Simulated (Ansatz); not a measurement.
A relaxation of cell and atoms of TiB₂ (P6/mmm, 3 atoms in the cell) with Ansatz (a quantum-chemistry and plane-wave program).

Method of the run: PBE (plane waves, PAW; Ansatz).

```yaml
crystal:
  lattice:
    - [3.02593, 0.00000, 0.00000]
    - [-1.51296, 2.62053, 0.00000]
    - [0.00000, 0.00000, 3.22877]
  atoms:
    - { symbol: Ti, position: [0.00000, 0.00000, 0.00000] }
    - { symbol: B, position: [0.33333, 0.66667, 0.50000] }
    - { symbol: B, position: [0.66667, 0.33333, 0.50000] }
```

Reference input (self-consistent single point, DFT, PBE, plane waves, default PAW files): basis.ecutwfc = 420 eV; kpoints.mp_grid.grid = 8 8 7; hamiltonian.xc = pbe; hamiltonian.pseudopotentials = {kind: paw} (the program's default PAW files); scf.occupations.method = gaussian; scf.occupations.width = 0.136 eV. This run's input differs from it in these lines:

```diff
@@ -19,2 +19,4 @@
   occupations: { method: gaussian, width: 0.136 }
+relax:
+  cell: {}
 output:
```

Log, with long lists cut:

```
   [... SCF lines of the steps left out ...]
relax step   1: F+E_penalty+E_count = -2814.70005293 eV  Δ(F+E_penalty+E_count) = +0.000e0 eV  max|allowed force component| = 8.635e-17 eV/Å  Δτ_max = 0.0000 Å  P = +0.749 GPa  Ω = 25.603 Å³  (6 SCF iters, dr2 threshold 1.00e-7 eV, accepted)
relax step   2: F+E_penalty+E_count = -2814.70088720 eV  Δ(F+E_penalty+E_count) = -8.343e-4 eV  max|allowed force component| = 2.961e-16 eV/Å  Δτ_max = 0.0000 Å  P = +0.282 GPa  Ω = 25.625 Å³  energy of the carried Pulay correction = -4.756e-5 eV  [...]
relax step   3: F+E_penalty+E_count = -2814.70089721 eV  Δ(F+E_penalty+E_count) = -1.001e-5 eV  max|allowed force component| = 1.604e-16 eV/Å  Δτ_max = 0.0000 Å  P = +0.123 GPa  Ω = 25.643 Å³  energy of the carried Pulay correction = -7.096e-5 eV  [...]
relax step   4: F+E_penalty+E_count = -2814.70088506 eV  Δ(F+E_penalty+E_count) = +1.216e-5 eV  max|allowed force component| = 3.269e-16 eV/Å  Δτ_max = 0.0000 Å  P = +0.000 GPa  Ω = 25.656 Å³  energy of the carried Pulay correction = -8.812e-5 eV  [...]
relax step   5: F+E_penalty+E_count = -2814.70098109 eV  Δ(F+E_penalty+E_count) = -9.603e-5 eV  max|allowed force component| = 2.961e-16 eV/Å  Δτ_max = 0.0000 Å  P = +0.004 GPa  Ω = 25.656 Å³  stress off target by 6.89e-3 GPa  SCF on the basis [...]
basis re-selected at this cell: Δ(F+E_penalty+E_count) = -9.603e-5 eV, ΔP = +0.004 GPa vs the last step
the relaxation is at rest under the 24 symmetry operations that the run kept from its start: a minimum is not shown …
Stability not checked: this state was not tested for a lower state beside it, because too few of the mixer's solves of this state at the end of the SCF gave a …
Free energy (F): -2814.700981 eV
Internal energy: -2814.700648 eV  (E = F + TS)
   [... lines left out ...]
Fermi energy:    15.224875 eV
   [... lines left out ...]
  cell:  # Å, volume = 25.6556 Å³
    - [3.0338454052844828, 0.0, 0.0]
    - [-1.5169227026422414, 2.6273871921310583, 0.0]
    - [0.0, 0.0, 3.218584411326415]
  atoms:
    - { symbol: Ti, position: [3.225822717245665e-36, -1.1228227055412925e-35, 0.0] }
    - { symbol: B, position: [0.33333333333333326, 0.6666666666666665, 0.5] }
    - { symbol: B, position: [0.6666666666666665, 0.33333333333333326, 0.5] }
```

The run converged.  The full log also holds: “iter 4 did not close the SCF: its close was put off for the readings that it lacked (scf_convergence_deferred on its scf_iter line)”. The full log also holds: “iter 3 did not close the SCF: its close was put off for the readings that it lacked (scf_convergence_deferred on its scf_iter line)”.

Summary of the result:
- Free energy E − TS (on the zero of these files) = -2814.7010 eV
- Fermi level (on the code's own zero) = 15.22 eV
- Pressure = 0.00 GPa
- Final cell = a = 3.034 Å, b = 3.034 Å, c = 3.219 Å, α = 90.00°, β = 90.00°, γ = 120.00°
- Final volume per atom = 8.55 Å³
- Relaxation steps = 5

The starting cell comes from a database of computed structures (which also holds hypothetical and non-ambient phases and stackings), without a prior relaxation at this level. Spin polarisation is off. The relaxation keeps the symmetry of its start, so its end need not be a minimum. Ansatz's pressure includes its estimate of the finite-basis (Pulay) stress.

Keys are those of Ansatz 0.2.
